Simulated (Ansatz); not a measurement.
# Tb: element substitutions

The reference is Tb in the hcp (Mg type) structure (space group P6_3/mmc, No. 194; a = 3.602 Å, c = 5.781 Å; ferromagnetic).

Each row replaces one element on all its sites; cell and atoms are relaxed.

The values are results of plane-wave PAW DFT at the PBE level (Ansatz, an electronic-structure program, 420 eV), no spin-orbit coupling, earlier PAW set, not measurements.

Candidates:
(a) Tb → La
(b) Tb → Hf
(c) Tb → Mg

For the base:

The lattice parameter a comes out as 3.602 Å.

Question: Order them by lattice parameter a, lowest first.

Answer: (c) Tb → Mg (3.186 Å), (b) Tb → Hf (3.204 Å), (a) Tb → La (3.769 Å)

The magnetic state is the one reached from the starting moments; the real material's order can differ, and small cells can't hold many antiferromagnetic ones. The 4f electrons are in the valence with no U and their state was not checked, so volumes and moments can be off. Stability against distortions was not tested. Spin-polarised in the final run: base; the other runs are not.
